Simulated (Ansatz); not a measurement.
Hf, response to strain

Consider Hf in the hcp (Mg type) structure (space group P6_3/mmc, No. 194; a = 3.1983 Å, c = 5.0488 Å; relaxed with 0.1 eV smearing). Axes: x lies along a and z along c of the hexagonal cell.

Strains are applied to the cell and any free atomic positions relax; under biaxial strain the out-of-plane vector relaxes too.

Method: r2SCAN (Ansatz, a quantum-chemistry and plane-wave program), scalar-relativistic without spin-orbit coupling.

Notes on the quantities. pressure: mean of the normal stresses, compression positive.

| variant | out-of-plane strain | pressure |
|---|---|---|
| base | – | 0.0 GPa |
| biaxial strain +0.50 %, plane normal [001], relaxed out of plane | -0.32 % | -0.7 GPa |
| biaxial strain +1.00 %, plane normal [001], relaxed out of plane | -0.63 % | -1.4 GPa |
| biaxial strain +1.50 %, plane normal [001], relaxed out of plane | [?] | [?] |
| biaxial strain +2.00 %, plane normal [001], relaxed out of plane | -1.25 % | -2.8 GPa |
| biaxial strain +2.50 %, plane normal [001], relaxed out of plane | -1.56 % | -3.4 GPa |
| biaxial strain +3.00 %, plane normal [001], relaxed out of plane | [?] | [?] |

Problem. Fill in the withheld entries from the trend.

Solution. 
- biaxial strain +1.50 %, plane normal [001], relaxed out of plane, out-of-plane strain: -0.94 %
- biaxial strain +1.50 %, plane normal [001], relaxed out of plane, pressure: -2.1 GPa
- biaxial strain +3.00 %, plane normal [001], relaxed out of plane, out-of-plane strain: -1.87 %
- biaxial strain +3.00 %, plane normal [001], relaxed out of plane, pressure: -4.0 GPa

Stability against distortions was not tested. All final runs are without spin polarisation.
